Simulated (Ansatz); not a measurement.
The starting structures come from a database of crystals and need not be the phases stable at ambient conditions.

Inside the gap of an insulator the Bloch states are evanescent, with a wavenumber k + iκ along the transport direction.

Here is the system:

```yaml
crystal:
  lattice:
    - [5.58673, 0.00000, 0.00000]
    - [-1.86224, 5.26722, 0.00000]
    - [1.86224, 2.63361, 4.56155]
  atoms:
    - { symbol: N, position: [0.43875, 0.43875, 0.56125] }
    - { symbol: N, position: [0.56125, 0.50000, 0.00000] }
    - { symbol: N, position: [0.50000, 0.00000, 0.93875] }
    - { symbol: N, position: [0.00000, 0.56125, 0.50000] }
    - { symbol: N, position: [0.06125, 0.50000, 0.00000] }
    - { symbol: N, position: [0.93875, 0.93875, 0.06125] }
    - { symbol: N, position: [0.00000, 0.06125, 0.50000] }
    - { symbol: N, position: [0.50000, 0.00000, 0.43875] }
    - { symbol: Si, position: [0.75000, 0.87500, 0.87500] }
    - { symbol: Si, position: [0.12500, 0.75000, 0.12500] }
    - { symbol: Si, position: [0.25000, 0.62500, 0.62500] }
    - { symbol: Si, position: [0.37500, 0.25000, 0.37500] }
    - { symbol: Si, position: [0.87500, 0.12500, 0.25000] }
    - { symbol: Si, position: [0.62500, 0.37500, 0.75000] }
```

The cell was relaxed by PBE-D3(BJ); by r2SCAN it stands under a pressure of -1.3 GPa.

Transport runs along the normal of the first two printed cell vectors, the (110) plane of the conventional cell.

The gap is the functional's own, uncorrected, and κ follows it; spin-orbit coupling is left out. Mid-gap means the computed energy nearest the middle.

**Question.** Predict the band gap and the smallest decay constant κ at mid-gap from r2SCAN (Ansatz, a program for electronic structure).

**Answer.** Gap 4.73 eV on a 8×8×8 mesh; κ = 0.377 1/Å, at the zone centre.
